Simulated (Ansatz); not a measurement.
For rock-salt VN (cubic form, which distorts at low temperature), LDA in Ansatz (plane waves, PAW) gives:

| Quantity | Result |
|---|---|
| lattice constant a | 4.042 Å |
| bulk modulus | 366 GPa |
| zone-centre TO phonon frequency | 410 cm⁻¹ |
| elastic constant C11 | 753 GPa |
| elastic constant C44 | 147 GPa |
| polycrystal shear modulus | 194 GPa |

Q: What does PBEsol in Ansatz (plane waves, PAW) give for the same quantities?

A: 
- lattice constant a: 4.073 Å (goes up by 0.8 %)
- bulk modulus: 343 GPa (drops by 6.3 %)
- zone-centre TO phonon frequency: 391 cm⁻¹ (decreases by 4.6 %)
- elastic constant C11: 700 GPa (falls by 7.0 %)
- elastic constant C44: 142 GPa (decreases by 3.4 %)
- Voigt–Reuss–Hill shear modulus: 183 GPa (falls by 5.7 %)

For comparison: lattice constant a 4.136 Å (measured, room temperature, not corrected to a static lattice; as tabulated in Friedrich, Winkler, Juarez-Arellano, Bayarjargal, Materials 4, 1648 (2011)); bulk modulus 265 ± 5 GPa (measured, room temperature, no zero-point or thermal correction, our sources range from 265 to 300; as tabulated in Synthesis of Binary Transition Metal Nitrides, Carbides and Borides from the …); elastic constant C11 533 GPa (measured, temperature not stated, not corrected to a static lattice, single-crystal film on MgO(001), surface acoustic waves; as tabulated in Holec et al. (2012), arXiv:1111.2737); elastic constant C44 133 GPa (measured, temperature not stated, not corrected to a static lattice, single-crystal film on MgO(001), surface acoustic waves; as tabulated in Holec et al. (2012), arXiv:1111.2737).

Changes are worked out from the printed values.

Unless a cell is named, each level is at its own relaxed cell (LDA 8.26, PBEsol 8.45 Å³/atom).

The crystal itself was run without spin with LDA, PBEsol; a magnetic state was not tried in these runs.

Caveats: symmetry holds this phase in the static calculation, where it need not be a minimum (LDA, PBEsol). Ansatz's density-functional and Hartree–Fock values are scalar-relativistic unless marked +SOC, with PAW data made under PBE.

Ansatz is an electronic-structure program.
